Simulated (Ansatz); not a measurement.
Input:

```xyz
2
Lattice="0.0000 2.6360 2.6360 2.6360 0.0000 2.6360 2.6360 2.6360 0.0000" Properties=species:S:1:pos:R:3 pbc="T T T"
S      0.0000     0.0000     0.0000
Mg     2.6360     2.6360     2.6360
```

No spin polarisation.

All numbers come from PBE (Ansatz, a quantum-chemistry and plane-wave program), scalar-relativistic without spin-orbit coupling. Γ-centred 11×11×11 mesh, Fermi–Dirac width 0.05 eV.

**Question.** What electron mass does the calculation give?

**Answer.** 0.52 mₑ along k, 0.29 mₑ across (at X).

**Question.** Estimate the band gap.

**Answer.** 2.71 eV.

**Question.** Estimate the gap character.

**Answer.** Indirect, Γ → X.

The cells carry an imposed strain or load. Masses are band curvatures over ±0.01 Å⁻¹ around the edge. Along k means along the line from Γ to the band edge. Stability against distortions was not tested. The cell was made from MgS in the rock salt structure (space group Fm-3m, No. 225) by this change: isotropic strain +0.81 %.
